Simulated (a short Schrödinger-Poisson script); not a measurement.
MOS inversion layer, Si3N4 on p-type Si(111)

Stack: MOS inversion layer, Si3N4 on p-type Si(111), at 300 K.

```tsv
layer	material	thickness (nm)	Na (cm⁻³)
1	Si3N4	3.6	-
2	Si	770	7.8e16
```

The device is made up for the run: typed textbook-type constants, with dimensions and the other settings drawn at random. Si3N4: permittivity 7.5, conduction-band edge (eV) 1.95, gap (eV) 5.1, electron mass (mₑ) 0.5. Si: permittivity 11.7, conduction-band edge (eV) 0, gap (eV) 1.124, Nv at 300 K (cm⁻³) 3.1e19.

Channel valleys (confinement mass, in-plane density-of-states mass, number): Δ6 0.258, 0.358, 6. At the gate the conduction-band edge of layer 1 lies 2.01 eV − eVg above the Fermi level of the channel; the field vanishes at the back. Gaps are held at their typed values at every temperature. Mesh 0.03 nm at interfaces.

Solved with a short Schrödinger-Poisson script written for these runs: 1D Poisson equation in equilibrium, electrons quantum, Hartree (BenDaniel-Duke, 12 states a valley, the channel's in-plane mass for all, wave functions free to enter the dielectric), parabolic valleys, classical holes, full ionisation, no traps, pinning or gate leakage.

```csv
Vg (V),electrons (cm⁻²),C (μF/cm²),Δ6 E0 (meV),Δ6 E1 (meV)
-0.05,1.70e9,0.0971,250.4,301.2
0,9.79e9,0.136,204.9,256.9
0.05,4.93e10,0.302,162.9,216.2
0.1,1.73e11,0.616,130.1,185.2
0.15,3.99e11,0.878,108.1,165.5
0.2,6.94e11,1.04,93.4,153.2
0.25,1.03e12,1.14,82.7,145.1
0.3,1.40e12,1.21,74.4,139.3
0.35,1.78e12,1.26,67.7,135.0
0.4,2.18e12,1.31,62.1,131.8
0.45,2.59e12,1.34,57.2,129.2
0.5,3.02e12,1.36,53.0,127.1
0.55,3.45e12,1.39,49.2,125.4
0.6,3.88e12,1.41,45.7,124.0
0.65,4.32e12,1.43,42.6,122.8
0.7,4.77e12,1.44,39.7,121.8
0.75,5.22e12,1.45,37.0,121.0
0.8,5.68e12,1.47,34.5,120.3
0.85,6.14e12,1.48,32.2,119.7
0.9,6.60e12,1.49,30.0,119.2
0.95,7.07e12,1.50,27.9,118.8
```

Subbands count from the Fermi level.
